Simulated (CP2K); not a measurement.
Band structure of LaSi (Pnma, 8 atoms in the cell).

```xyz
8
Lattice="8.3800 0.0000 0.0000 0.0000 3.9900 0.0000 0.0000 0.0000 6.0200" Properties=species:S:1:pos:R:3 pbc="T T T"
La     1.5092     0.9975     0.6839
La     2.6808     2.9925     3.6939
La     5.6992     0.9975     2.3261
La     6.8708     2.9925     5.3361
Si     0.2539     0.9975     3.6644
Si     3.9361     2.9925     0.6544
Si     4.4439     0.9975     5.3656
Si     8.1261     2.9925     2.3556
```

Level of theory: CP2K 2026.2 with PBEsol, GPW, DZVP-MOLOPT-SR-GTH basis, GTH-PBE potentials (GTH_POTENTIALS).

Settings: CUTOFF = 500 Ry; REL_CUTOFF = 50 Ry; SMEAR/METHOD = METHFESSEL_PAXTON; SIGMA = 0.1 eV; KPOINTS/SCHEME = MONKHORST-PACK 2 6 4; GAMMA_CENTERED = T; XC_FUNCTIONAL = PBE:PBESOL; La/BASIS_SET = DZVP-MOLOPT-SR-GTH-q11; La/POTENTIAL = GTH-PBE-q11; Si/BASIS_SET = DZVP-MOLOPT-SR-GTH-q4; Si/POTENTIAL = GTH-PBE-q4; METHOD = GPW; EPS_DEFAULT = 1e-10; EXTRAPOLATION = USE_GUESS.

The starting cell comes from a database of published, mostly measured structures (it also holds non-ambient and calculated ones), without a prior relaxation at this level. Values carry the incompleteness of an atom-centred basis. The potentials were made for another functional than the one used.

Levels in eV from the Fermi level, bands 27 to 32:
```json
[
 {"point": "Γ", "27": "-1.20", "28": "-0.62", "29": "0.34", "30": "0.45", "31": "0.68", "32": "0.89"},
 {"point": "X", "27": "-1.87", "28": "-1.87", "29": "-0.57", "30": "-0.57", "31": "0.36", "32": "0.36"},
 {"point": "S", "27": "-0.76", "28": "-0.76", "29": "0.06", "30": "0.06", "31": "0.16", "32": "0.16"},
 {"point": "Y", "27": "-1.15", "28": "-1.15", "29": "-0.54", "30": "-0.54", "31": "0.78", "32": "0.78"},
 {"point": "Z", "27": "-1.03", "28": "-1.03", "29": "0.01", "30": "0.01", "31": "0.73", "32": "0.73"},
 {"point": "U", "27": "-1.70", "28": "-1.70", "29": "-0.32", "30": "-0.32", "31": "-0.32", "32": "-0.32"},
 {"point": "R", "27": "-1.70", "28": "-1.70", "29": "-0.24", "30": "-0.24", "31": "-0.24", "32": "-0.24"},
 {"point": "T", "27": "-1.41", "28": "-1.41", "29": "-0.38", "30": "-0.38", "31": "0.78", "32": "0.78"}
]
```

Bands cross the Fermi level along this path, so the cell is metallic at this level.

Higher empty bands are left out: an atom-centred basis made for the valence describes them poorly.
